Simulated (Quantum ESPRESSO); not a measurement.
Input and output of a self-consistent single point for BC7 (P1, 8 atoms in the cell) (Quantum ESPRESSO).

Method of the run: PBEsol, GBRV 1.5 ultrasoft (PBESOL) pseudopotentials (plane waves; Quantum ESPRESSO).

The change in words: lattice scaled by 0.98. Reference geometry:
```yaml
crystal:
  lattice:
    - [2.53582, 0.00000, 0.00000]
    - [-1.26791, 2.19609, 0.00000]
    - [0.00000, 0.00000, 8.52227]
  atoms:
    - { symbol: B, position: [0.00397, 0.99657, 0.32215] }
    - { symbol: C, position: [0.00285, 0.00148, 0.51108] }
    - { symbol: C, position: [0.33352, 0.65932, 0.99752] }
    - { symbol: C, position: [0.34313, 0.67500, 0.81952] }
    - { symbol: C, position: [0.66444, 0.33841, 0.75349] }
    - { symbol: C, position: [0.64238, 0.31644, 0.57265] }
    - { symbol: C, position: [0.67394, 0.32819, 0.06597] }
    - { symbol: C, position: [0.66910, 0.35126, 0.24009] }
```

Reference input (self-consistent single point, DFT, PBEsol, plane waves, GBRV 1.5 ultrasoft (PBESOL) pseudopotentials): ecutwfc = 40 Ry; ecutrho = 200 Ry; occupations = smearing; smearing = gaussian; degauss = 0.0147 Ry; potentials = {B: b_pbesol_v1.4.uspp.F.UPF, C: c_pbesol_v1.2.uspp.F.UPF}; K_POINTS = automatic 10 10 3 0 0 0; conv_thr = 1e-10 Ry; mixing_beta = 0.4. This run's input differs from it in these lines:

```diff
@@ -37,5 +37,5 @@
 CELL_PARAMETERS angstrom
-   2.5358200000     0.0000000000     0.0000000000
-  -1.2679100000     2.1960850000     0.0000000000
-   0.0000000000     0.0000000000     8.5222700000
+   2.4851040000     0.0000000000     0.0000000000
+  -1.2425520000     2.1521630000     0.0000000000
+   0.0000000000     0.0000000000     8.3518250000
```

Output, abridged:

```
     Self-consistent Calculation

     iteration #  1     ecut=    40.00 Ry     beta= 0.40

     total energy              =     -86.53029374 Ry
     estimated scf accuracy    <       0.64659512 Ry

     iteration #  2     ecut=    40.00 Ry     beta= 0.40

     total energy              =     -86.53564173 Ry
     estimated scf accuracy    <       0.47671730 Ry

     iteration #  3     ecut=    40.00 Ry     beta= 0.40

     total energy              =     -86.56697015 Ry
     estimated scf accuracy    <       0.10986958 Ry

   [... 9 blocks of this kind left out ...]

     iteration # 13     ecut=    40.00 Ry     beta= 0.40

     total energy              =     -86.58230803 Ry
     estimated scf accuracy    <          6.1E-10 Ry

     iteration # 14     ecut=    40.00 Ry     beta= 0.40
     End of self-consistent calculation

     Number of k-points >= 100: set verbosity='high' to print the bands.

     the Fermi energy is    12.7200 ev

!    total energy              =     -86.58230803 Ry
     estimated scf accuracy    <          6.1E-11 Ry
     smearing contrib. (-TS)   =      -0.00149817 Ry
     internal energy E=F+TS    =     -86.58080985 Ry

     convergence has been achieved in  14 iterations

     Forces acting on atoms (cartesian axes, Ry/au):

     atom    1 type  1   force =    -0.00890702    0.01816580    0.00870549
     atom    2 type  2   force =    -0.05223919   -0.03656962   -0.00161053
     atom    3 type  2   force =     0.01311989    0.01509707    0.06645688
     atom    4 type  2   force =    -0.02907364   -0.01788535   -0.06577579
   [... lines left out ...]

     Total force =     0.161489     Total SCF correction =     0.000027

          total   stress  (Ry/bohr**3)                   (kbar)     P=      203.93
   0.00122656   0.00014014   0.00002577          180.43       20.62        3.79
   0.00014014   0.00135084   0.00003845           20.62      198.72        5.66
   0.00002577   0.00003845   0.00158155            3.79        5.66      232.65

   JOB DONE.
```

The run converged in 14 iterations. Against the reference run the free energy rises by 15.9 meV/atom, the pressure goes from -5.69 to 20.39 GPa and the largest force goes from 1.827 to 2.040 eV/Å.

The starting cell comes from a database of computed structures (which also holds hypothetical and non-ambient phases and stackings), without a prior relaxation at this level. Its atoms were displaced at random from the sites of space group no. 156. For this run, on top of that: lattice scaled by 0.98. With a pressure of about 20 GPa the cell is away from its equilibrium volume at this level. Forces in this geometry exceed 1 eV/Å.

Cost on one core of a shared machine: roughly 60 s.
